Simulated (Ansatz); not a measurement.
Start from CdTe in the zinc blende structure (space group F-43m, No. 216).

```
CELL_PARAMETERS angstrom
      0.00000     3.27889     3.27889
      3.27889     0.00000     3.27889
      3.27889     3.27889     0.00000
ATOMIC_POSITIONS crystal
  Cd 0.00000 0.00000 0.00000
  Te 0.25000 0.25000 0.25000
```

Cartesian axes are those of the cell as printed.

All numbers come from r2SCAN in Ansatz (plane waves to 500 eV, PAW, no spin-orbit coupling).

For the base:

| Item | Result |
|---|---|
| Valence-band top at Γ | 0.00, 0.00, 0.00 eV |
| Valley order | Γ 1.17 eV; L along ⟨111⟩ 2.20 eV |

It is then changed as follows: the cell is stretched by 2.00 % along z with no lateral relaxation, atoms relaxed at fixed cell.

**Question.** Predict the new valence-band top at Γ.

**Answer.** The valence-band top at Γ (three highest levels, from the VBM) becomes 0.00, 0.00, -0.07 eV (base: 0.00, 0.00, 0.00 eV).

**Question.** Predict the new energy relative to the base.

**Answer.** The energy goes up by 2.3 meV/atom.

**Question.** What happens to the valley order?

**Answer.** The valley order (the lowest conduction-band minima on the path, energy above the VBM, named in the base's zone) changes from Γ 1.17 eV; L along ⟨111⟩ 2.20 eV to Γ 1.08 eV; L along [111] 2.15 eV.

**Question.** What does the calculation give for the stress after the change?

**Answer.** The stress (xx, yy, zz, yz, xz, xy; compression positive) amounts to (-0.65, -0.65, -1.01, 0.00, 0.00, 0.00) GPa.

Spin-orbit coupling, missing from the scalar runs, can matter with Te. The levels and masses belong to the bands next to the band gap. The cells carry an imposed strain or load. Whether these cells are dynamically stable was not tested.

Ansatz is a quantum-chemistry and plane-wave program.
